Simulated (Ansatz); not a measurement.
A computed series for SrTiO3: response to strain

Consider SrTiO3 in the cubic perovskite structure (space group Pm-3m, No. 221).

```yaml
crystal:
  lattice:
    - [3.89141, 0.00000, 0.00000]
    - [0.00000, 3.89141, 0.00000]
    - [0.00000, 0.00000, 3.89141]
  atoms:
    - { symbol: Sr, position: [0.00000, 0.00000, 0.00000] }
    - { symbol: Ti, position: [0.50000, 0.50000, 0.50000] }
    - { symbol: O, position: [0.00000, 0.50000, 0.50000] }
    - { symbol: O, position: [0.50000, 0.50000, 0.00000] }
    - { symbol: O, position: [0.50000, 0.00000, 0.50000] }
```

Cartesian axes are those of the cell as printed.

Strains are applied to the cell and any free atomic positions relax; under biaxial strain the out-of-plane vector relaxes too; under stress the whole cell relaxes.

Level of theory: PBEsol (Ansatz, a program for electronic structure; PAW; 420 eV plane waves; no spin-orbit coupling), earlier PAW set.

Candidates:
(a) isotropic strain +5.82 %
(b) uniaxial stress, 3 GPa tension along x
(c) biaxial strain +1.40 %, plane normal [001], relaxed out of plane
(d) uniaxial strain ε_yy = −2.06 %
(e) isotropic strain −0.99 %

For the base:

Band gap: 1.86 eV

Question: Order them by band gap, highest first.

Answer: (e) isotropic strain −0.99 % (1.91 eV), (d) uniaxial strain ε_yy = −2.06 % (1.85 eV), (b) uniaxial stress, 3 GPa tension along x (1.82 eV), (c) biaxial strain +1.40 %, plane normal [001], relaxed out of plane (1.78 eV), (a) isotropic strain +5.82 % (1.54 eV)

Beyond what the load breaks, stability against distortions was not tested. All final runs are without spin polarisation. Many cubic perovskites are stable only at high temperature; tilts and polar distortions were not tested.
